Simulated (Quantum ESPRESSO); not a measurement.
Input and output of a self-consistent single point for KTlO₂ (R3m, 4 atoms in the cell) (Quantum ESPRESSO).

Method of the run: LDA (PZ), GBRV 1.5 ultrasoft (LDA) pseudopotentials (plane waves; Quantum ESPRESSO).

```yaml
crystal:
  lattice:
    - [1.71813, -0.99196, 6.07173]
    - [0.00000, 1.98392, 6.07173]
    - [-1.71813, -0.99196, 6.07173]
  atoms:
    - { symbol: K, position: [0.50274, 0.50274, 0.50274] }
    - { symbol: Tl, position: [0.00000, 0.00000, 0.00000] }
    - { symbol: O, position: [0.73208, 0.73208, 0.73208] }
    - { symbol: O, position: [0.26792, 0.26792, 0.26792] }
```

Reference input (self-consistent single point, DFT, LDA (PZ), plane waves, GBRV 1.5 ultrasoft (LDA) pseudopotentials): ecutwfc = 40 Ry; ecutrho = 200 Ry; occupations = smearing; smearing = fd; degauss = 0.00147 Ry; potentials = {K: k_lda_v1.4.uspp.F.UPF, Tl: tl_lda_v1.2.uspp.F.UPF, O: o_lda_v1.2.uspp.F.UPF}; K_POINTS = automatic 5 5 5 0 0 0; conv_thr = 1e-10 Ry; mixing_beta = 0.3. This run's input differs from it in these lines:

```diff
@@ -34,3 +34,3 @@
 K_POINTS automatic
-5 5 5  0 0 0
+4 4 4  0 0 0
```

Log, with long lists cut:

```
     Self-consistent Calculation

     iteration #  1     ecut=    40.00 Ry     beta= 0.30

     negative rho (up, down):  5.158E-02 0.000E+00

     total energy              =    -266.20723261 Ry
     estimated scf accuracy    <       0.97880160 Ry

     iteration #  2     ecut=    40.00 Ry     beta= 0.30

     negative rho (up, down):  5.293E-02 0.000E+00

     total energy              =    -266.42893075 Ry
     estimated scf accuracy    <       0.05395667 Ry

     iteration #  3     ecut=    40.00 Ry     beta= 0.30

     negative rho (up, down):  5.537E-02 0.000E+00

     total energy              =    -266.43432414 Ry
     estimated scf accuracy    <       0.02050807 Ry

   [... 12 blocks of this kind left out ...]

     iteration # 16     ecut=    40.00 Ry     beta= 0.30

     negative rho (up, down):  5.647E-02 0.000E+00

     total energy              =    -266.43816050 Ry
     estimated scf accuracy    <          8.8E-10 Ry

     iteration # 17     ecut=    40.00 Ry     beta= 0.30

     negative rho (up, down):  5.647E-02 0.000E+00
     End of self-consistent calculation

     the Fermi energy is     8.0496 ev

!    total energy              =    -266.43816050 Ry
     estimated scf accuracy    <          4.0E-12 Ry
     smearing contrib. (-TS)   =      -0.00000000 Ry
     internal energy E=F+TS    =    -266.43816050 Ry

     convergence has been achieved in  17 iterations

     negative rho (up, down):  5.647E-02 0.000E+00

     Forces acting on atoms (cartesian axes, Ry/au):

     atom    1 type  1   force =     0.00000000    0.00000000   -0.00746992
     atom    2 type  2   force =     0.00000000    0.00000000    0.00740742
     atom    3 type  3   force =    -0.00000000    0.00000000    0.00050115
     atom    4 type  3   force =     0.00000000    0.00000000   -0.00043865

     Total force =     0.010541     Total SCF correction =     0.000001

     negative rho (up, down):  5.647E-02 0.000E+00
          total   stress  (Ry/bohr**3)                   (kbar)     P=      -43.86
  -0.00027818  -0.00000000   0.00000000          -40.92       -0.00        0.00
   0.00000000  -0.00027818  -0.00000000            0.00      -40.92       -0.00
  -0.00000000  -0.00000000  -0.00033816           -0.00       -0.00      -49.75

   JOB DONE.
```

The run converged in 17 iterations. Against the reference run the free energy rises by 2.2 meV/atom, the pressure hardly changes (-4.40 to -4.39 GPa), the largest force stays at 0.192 eV/Å and the gap on the mesh goes from 0.915 to 0.900 eV.

The starting cell comes from a database of computed structures (which also holds hypothetical and non-ambient phases and stackings), without a prior relaxation at this level. Its lattice was rescaled by up to half a per cent. One atom was moved a little off its site on purpose. Spin-orbit coupling is off. With a pressure of about -4 GPa the cell is away from its equilibrium volume at this level.

Cost on one core of a shared machine: roughly 30 s.
